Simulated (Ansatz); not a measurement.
Start from SnTe in the rock salt structure (space group Fm-3m, No. 225; a = 6.3697 Å). Axes: x, y, z lie along the cube axes.

Calculations: Kohn–Sham DFT with the r2SCAN functional, run in Ansatz (a program for electronic structure) with PAW and 500 eV plane waves, no SOC.

Base values:

| Property | Value |
|---|---|
| Band gap | 0.13 eV |

Now apply this change: the cell is compressed by 2.00 % along z with no lateral relaxation; the atoms relax in the strained cell.

### Question
What does the calculation give for the energy relative to the base and band gap after the change?

### Answer
The energy rises by 5.5 meV/atom; the band gap goes from 0.13 eV to zero.

With Te present, leaving out spin-orbit coupling can change the band edges. Whether these cells are dynamically stable was not tested. All final runs are without spin polarisation. Gaps under 0.05 eV, about the width of the smearing, are given as zero. The zero or small gap of SnTe can change with the level of theory.
